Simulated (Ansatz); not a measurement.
System: ZnGeO3 (R3c, No. 161, 10 atoms in the cell; start mp-1020631). Method: PBEsol (plane waves, PAW; Ansatz, a quantum-chemistry and plane-wave program).

Numerical settings: plane-wave cutoff 520 eV, 8×8×8 k mesh, Fermi–Dirac smearing 0.01 eV, scalar-relativistic PAW data made under PBE.

Cell (relaxed with PBEsol):

```
CELL_PARAMETERS angstrom
      2.51427     1.45162     4.36300
     -2.51427     1.45162     4.36300
      0.00000    -2.90323     4.36300
ATOMIC_POSITIONS crystal
  Zn 0.27769 0.27769 0.27769
  Zn 0.77769 0.77769 0.77769
  Ge 0.50090 0.50090 0.50090
  Ge 0.00090 0.00090 0.00090
  O  0.72640 0.12564 0.36679
  O  0.36679 0.72640 0.12564
  O  0.12564 0.36679 0.72640
  O  0.86679 0.62564 0.22640
  O  0.62564 0.22640 0.86679
  O  0.22640 0.86679 0.62564
```

Predict the band gap.


band gap: 1.67 eV (direct)

Spin–orbit coupling is not included.

It cost around 70 core-seconds (rough) of CPU time.

A start named mp-… is a Materials Project structure, which need not be a measured phase.
